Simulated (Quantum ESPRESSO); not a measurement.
Input and output of a self-consistent single point for LaC₂ (I4/mmm, 3 atoms in the cell) (Quantum ESPRESSO).

Method of the run: PBEsol, GBRV 1.5 ultrasoft (PBESOL) pseudopotentials (plane waves; Quantum ESPRESSO 7.5).

The change in words: lattice scaled by 0.98. Reference geometry:
```yaml
crystal:
  lattice:
    - [-1.97717, 1.97717, 3.28824]
    - [1.97717, -1.97717, 3.28824]
    - [1.97717, 1.97717, -3.28824]
  atoms:
    - { symbol: La, position: [0.00000, 0.00000, 0.00000] }
    - { symbol: C, position: [0.40186, 0.40186, 0.00000] }
    - { symbol: C, position: [0.59814, 0.59814, 0.00000] }
```

Reference input (self-consistent single point, DFT, PBEsol, plane waves, GBRV 1.5 ultrasoft (PBESOL) pseudopotentials): ecutwfc = 40 Ry; ecutrho = 200 Ry; occupations = smearing; smearing = fd; degauss = 0.0073499 Ry; potentials = {La: la_pbesol_v1.uspp.F.UPF, C: c_pbesol_v1.2.uspp.F.UPF}; K_POINTS = automatic 14 14 14 0 0 0; conv_thr = 1e-11 Ry; mixing_beta = 0.7. This run's input differs from it in these lines:

```diff
@@ -26,5 +26,5 @@
 CELL_PARAMETERS bohr
-  -3.736319250     3.736319250     6.213882481
-   3.736319250    -3.736319250     6.213882481
-   3.736319250     3.736319250    -6.213882481
+  -3.661593810     3.661593810     6.089604642
+   3.661593810    -3.661593810     6.089604642
+   3.661593810     3.661593810    -6.089604642
 ATOMIC_POSITIONS crystal
```

Log, with long lists cut:

```
     Self-consistent Calculation

     iteration #  1     ecut=    40.00 Ry     beta= 0.70

     negative rho (up, down):  7.013E-02 0.000E+00

     total energy              =    -124.91686622 Ry
     estimated scf accuracy    <       0.60130975 Ry

     iteration #  2     ecut=    40.00 Ry     beta= 0.70

     negative rho (up, down):  5.054E-02 0.000E+00

     total energy              =    -125.04253425 Ry
     estimated scf accuracy    <       0.51870316 Ry

     iteration #  3     ecut=    40.00 Ry     beta= 0.70

     negative rho (up, down):  5.255E-02 0.000E+00

     total energy              =    -125.15675512 Ry
     estimated scf accuracy    <       0.00349040 Ry

   [... 9 blocks of this kind left out ...]

     iteration # 13     ecut=    40.00 Ry     beta= 0.70

     negative rho (up, down):  5.560E-02 0.000E+00

     total energy              =    -125.16333425 Ry
     estimated scf accuracy    <          2.7E-11 Ry

     iteration # 14     ecut=    40.00 Ry     beta= 0.70

     negative rho (up, down):  5.560E-02 0.000E+00
     End of self-consistent calculation

     Number of k-points >= 100: set verbosity='high' to print the bands.

     the Fermi energy is    11.0909 ev

!    total energy              =    -125.16333425 Ry
     estimated scf accuracy    <          3.7E-13 Ry
     smearing contrib. (-TS)   =      -0.00228787 Ry
     internal energy E=F+TS    =    -125.16104638 Ry

     convergence has been achieved in  14 iterations

     negative rho (up, down):  5.560E-02 0.000E+00

     Forces acting on atoms (cartesian axes, Ry/au):

     atom    1 type  1   force =     0.00000000   -0.00000000    0.00000000
     atom    2 type  2   force =     0.00000000    0.00000000   -0.07771993
     atom    3 type  2   force =     0.00000000    0.00000000    0.07771993

     Total force =     0.109913     Total SCF correction =     0.000000

     negative rho (up, down):  5.560E-02 0.000E+00
          total   stress  (Ry/bohr**3)                   (kbar)     P=       51.01
   0.00008979   0.00000000  -0.00000000           13.21        0.00       -0.00
  -0.00000000   0.00008979  -0.00000000           -0.00       13.21       -0.00
  -0.00000000  -0.00000000   0.00086070           -0.00       -0.00      126.61

   JOB DONE.
```

The run converged in 14 iterations. Against the reference run the free energy rises by 6.4 meV/atom, the pressure goes from -2.92 to 5.10 GPa and the largest force goes from 0.468 to 1.998 eV/Å.

The starting cell comes from a database of computed structures (which also holds hypothetical and non-ambient phases and stackings), without a prior relaxation at this level. Its lattice was rescaled by a random factor within 2.5 % of one. For this run, on top of that: lattice scaled by 0.98. With a pressure of about 5 GPa the cell is away from its equilibrium volume at this level. Forces in this geometry exceed 1 eV/Å.

Cost on one core of a shared machine: roughly 3 min.
